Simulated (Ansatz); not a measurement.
# Hypothetical diamond Al: pressure series

Base system: Al in the diamond structure (space group Fd-3m, No. 227; a hypothetical phase, not in the database extracts checked).

```yaml
crystal:
  lattice:
    - [0.00000, 2.99761, 2.99761]
    - [2.99761, 0.00000, 2.99761]
    - [2.99761, 2.99761, 0.00000]
  atoms:
    - { symbol: Al, position: [0.75000, 0.75000, 0.75000] }
    - { symbol: Al, position: [0.50000, 0.50000, 0.50000] }
```

Cell and atoms are relaxed at each pressure.

Method: plane-wave PAW DFT at the PBEsol level (Ansatz, an electronic-structure program, 420 eV), no spin-orbit coupling.

```
P (GPa)  V (Å³/atom)
-------  -----------
-2.00         28.500
-0.98         27.646
0.30          26.738
0.70          26.485
1.50          26.011
3.00          25.221
4.99          24.323
7.49          23.378
9.99          22.577
```

Question: Fit a third-order Birch–Murnaghan equation of state.

Answer: Least squares on P(V) = (3B₀/2)[(V₀/V)^(7/3) − (V₀/V)^(5/3)]·[1 + (3/4)(B₀′ − 4)((V₀/V)^(2/3) − 1)] gives V₀ = 26.94 Å³/atom, B₀ = 40 GPa and B₀′ = 4.0.

Load acts through the strain it causes; cell and atoms are relaxed under it. Whether these cells are dynamically stable was not tested. No other phases were tried under pressure.
